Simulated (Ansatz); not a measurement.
Electronic density of states of amorphous Si$_{30}$O$_{12}$N$_{32}$, density 2.90 g/cm³, on a 2×2×2 Γ-centred mesh with a Gaussian width of 0.1 eV; energies count from the Fermi level, whose place inside the gap is arbitrary. Cell and mesh are small, so fine structure isn't converged. Level of theory: PBE, scalar-relativistic without spin-orbit coupling (plane waves to 420 eV, PAW; Ansatz, a first-principles code). Sampling: a 2×2×2 Γ-centred mesh; Fermi-Dirac width 0.02 eV; no spin polarisation. At PBE the levels at the filled edge of the gap are localised (band-tail or defect states), and the nearest spread-out levels lie 3.7 eV apart at the zone centre.

Preparation: random packing, a CHGNet melt and quench, and a DFT relaxation. O and N atoms were pushed apart under 1.9 Å during the dynamics, to hinder bonds among them. It is a model cell: composition and starting density were chosen by hand, and all elements were melted together. No dispersion term was used. Its density started from a set value of 2.90 and ended at 2.90 g/cm³. The simulated quench (nominally 630 K/ps over its main leg) is rapid and tends to freeze in more defects than a deposited or slowly cooled glass has. Values belong to this one cell and scatter from quench to quench. The volume was held where the preparation left it, at a PBE pressure of 3.8 GPa. Stress components on the final sampling reach 5.9 GPa.

| E - EF (eV) | states/(eV atom) |
|---|---|
| -12.00 | 0.04 |
| -11.90 | 0.12 |
| -11.80 | 0.09 |
| -11.70 | 0.02 |
| -11.60 | 0.03 |
| -11.50 | 0.11 |
| -11.40 | 0.16 |
| -11.30 | 0.16 |
| -11.20 | 0.18 |
| -11.10 | 0.19 |
| -11.00 | 0.21 |
| -10.90 | 0.22 |
| -10.80 | 0.22 |
| -10.70 | 0.20 |
| -10.60 | 0.22 |
| -10.50 | 0.26 |
| -10.40 | 0.26 |
| -10.30 | 0.24 |
| -10.20 | 0.22 |
| -10.10 | 0.22 |
| -10.00 | 0.26 |
| -9.90 | 0.25 |
| -9.80 | 0.23 |
| -9.70 | 0.22 |
| -9.60 | 0.22 |
| -9.50 | 0.22 |
| -9.40 | 0.22 |
| -9.30 | 0.21 |
| -9.20 | 0.24 |
| -9.10 | 0.28 |
| -9.00 | 0.30 |
| -8.90 | 0.33 |
| -8.80 | 0.30 |
| -8.70 | 0.27 |
| -8.60 | 0.30 |
| -8.50 | 0.35 |
| -8.40 | 0.40 |
| -8.30 | 0.35 |
| -8.20 | 0.33 |
| -8.10 | 0.36 |
| -8.00 | 0.37 |
| -7.90 | 0.39 |
| -7.80 | 0.35 |
| -7.70 | 0.33 |
| -7.60 | 0.39 |
| -7.50 | 0.38 |
| -7.40 | 0.36 |
| -7.30 | 0.37 |
| -7.20 | 0.37 |
| -7.10 | 0.37 |
| -7.00 | 0.43 |
| -6.90 | 0.46 |
| -6.80 | 0.40 |
| -6.70 | 0.37 |
| -6.60 | 0.41 |
| -6.50 | 0.45 |
| -6.40 | 0.43 |
| -6.30 | 0.46 |
| -6.20 | 0.47 |
| -6.10 | 0.46 |
| -6.00 | 0.48 |
| -5.90 | 0.55 |
| -5.80 | 0.55 |
| -5.70 | 0.51 |
| -5.60 | 0.52 |
| -5.50 | 0.48 |
| -5.40 | 0.50 |
| -5.30 | 0.56 |
| -5.20 | 0.50 |
| -5.10 | 0.46 |
| -5.00 | 0.51 |
| -4.90 | 0.52 |
| -4.80 | 0.49 |
| -4.70 | 0.51 |
| -4.60 | 0.51 |
| -4.50 | 0.49 |
| -4.40 | 0.53 |
| -4.30 | 0.56 |
| -4.20 | 0.54 |
| -4.10 | 0.51 |
| -4.00 | 0.41 |
| -3.90 | 0.34 |
| -3.80 | 0.37 |
| -3.70 | 0.42 |
| -3.60 | 0.45 |
| -3.50 | 0.42 |
| -3.40 | 0.37 |
| -3.30 | 0.41 |
| -3.20 | 0.45 |
| -3.10 | 0.40 |
| -3.00 | 0.43 |
| -2.90 | 0.47 |
| -2.80 | 0.43 |
| -2.70 | 0.30 |
| -2.60 | 0.25 |
| -2.50 | 0.23 |
| -2.40 | 0.19 |
| -2.30 | 0.27 |
| -2.20 | 0.36 |
| -2.10 | 0.32 |
| -2.00 | 0.23 |
| -1.90 | 0.23 |
| -1.80 | 0.15 |
| -1.70 | 0.14 |
| -1.60 | 0.12 |
| -1.50 | 0.13 |
| -1.40 | 0.09 |
| -1.30 | 0.02 |
| -1.20 | 0.00 |
| -1.10 | 0.00 |
| -1.00 | 0.00 |
| -0.90 | 0.00 |
| -0.80 | 0.00 |
| -0.70 | 0.00 |
| -0.60 | 0.00 |
| -0.50 | 0.00 |
| -0.40 | 0.00 |
| -0.30 | 0.00 |
| -0.20 | 0.00 |
| -0.10 | 0.00 |
| 0.00 | 0.00 |
| 0.10 | 0.00 |
| 0.20 | 0.00 |
| 0.30 | 0.00 |
| 0.40 | 0.00 |
| 0.50 | 0.00 |
| 0.60 | 0.00 |
| 0.70 | 0.00 |
| 0.80 | 0.00 |
| 0.90 | 0.00 |
| 1.00 | 0.00 |
| 1.10 | 0.00 |
| 1.20 | 0.00 |
| 1.30 | 0.01 |
| 1.40 | 0.02 |
| 1.50 | 0.01 |
| 1.60 | 0.01 |
| 1.70 | 0.03 |
| 1.80 | 0.05 |
| 1.90 | 0.08 |
| 2.00 | 0.10 |
| 2.10 | 0.13 |
| 2.20 | 0.15 |
| 2.30 | 0.13 |
| 2.40 | 0.16 |
| 2.50 | 0.22 |
| 2.60 | 0.20 |
| 2.70 | 0.20 |
| 2.80 | 0.25 |
| 2.90 | 0.24 |
| 3.00 | 0.24 |
| 3.10 | 0.30 |
| 3.20 | 0.30 |
| 3.30 | 0.28 |
| 3.40 | 0.27 |
| 3.50 | 0.29 |
| 3.60 | 0.32 |
| 3.70 | 0.28 |
| 3.80 | 0.28 |
| 3.90 | 0.30 |
| 4.00 | 0.31 |
| 4.10 | 0.37 |
| 4.20 | 0.42 |
| 4.30 | 0.41 |
| 4.40 | 0.36 |
| 4.50 | 0.39 |

The level gap on this mesh is 2.83 eV; the broadening fills part of it in the curve.
